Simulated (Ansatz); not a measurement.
Some atoms of an NVE trajectory of Ru, cell Ru48, first heated far above this temperature, then brought to it, below the measured melting point of 2607 K (tabulated, unchecked) (supercooled) [in the run: it was liquid; mean temperature 2571 K (target 2820 K); density 10.25 g/cm³; mean pressure -1.8 GPa against a target of 0]; time step 2.0 fs, velocity Verlet. Level of theory: PBE (plane waves, PAW; Ansatz, a first-principles code). On the run's last frame a denser k-mesh moved the forces by 0.056 eV/Å rms, the static pressure by 0.06 GPa and the free energy by 3 meV/atom, which is about how far such values are converged.

| atom | mass (u) | x y z (Å) | v (Å/fs) | F (eV/Å) |
|---|---|---|---|---|
| Ru3 | 101.070 | 5.73250 10.61024 3.82337 | 0.001154 0.003147 0.002938 | 0.7380 0.1941 1.4082 |
| Ru12 | 101.070 | 5.66080 7.16943 3.43185 | -0.003440 -0.002731 0.002612 | 2.4476 0.8008 -1.6258 |
| Ru20 | 101.070 | 0.01821 0.76998 -1.46980 | -0.003823 0.002672 -0.001026 | -1.5453 -1.4178 0.5383 |
| Ru23 | 101.070 | 5.54229 2.47557 1.61362 | -0.000887 -0.002910 -0.006244 | 1.1671 1.1573 -0.7804 |
| Ru25 | 101.070 | 6.66047 -1.88826 6.52425 | 0.000088 -0.000856 -0.002505 | 0.2701 3.5610 -1.3261 |
| Ru27 | 101.070 | 0.91206 0.26692 5.23417 | -0.006269 0.008763 0.000411 | 0.5548 -0.2900 0.1600 |
| Ru28 | 101.070 | 2.53167 -0.45061 0.74036 | 0.008509 0.001675 -0.001063 | 0.6261 -0.3811 -0.7516 |
| Ru30 | 101.070 | 4.33612 4.01538 3.64802 | 0.003523 0.002327 0.006335 | 0.9329 -0.5276 0.8190 |

Problem. Give their positions one step later.

Solution. x' = x + vΔt + FΔt²/(2m), with 1 eV/(Å·u) = 0.0096485 Å/fs².
```csv
atom,x' y' z' (Å)
Ru3,5.73495 10.61657 3.82951
Ru12,5.65439 7.16412 3.43677
Ru20,0.01027 0.77505 -1.47175
Ru23,5.54074 2.46998 1.60099
Ru25,6.66069 -1.88930 6.51899
Ru27,0.89963 0.28439 5.23502
Ru28,2.54880 -0.44734 0.73809
Ru30,4.34334 4.01993 3.66085
```
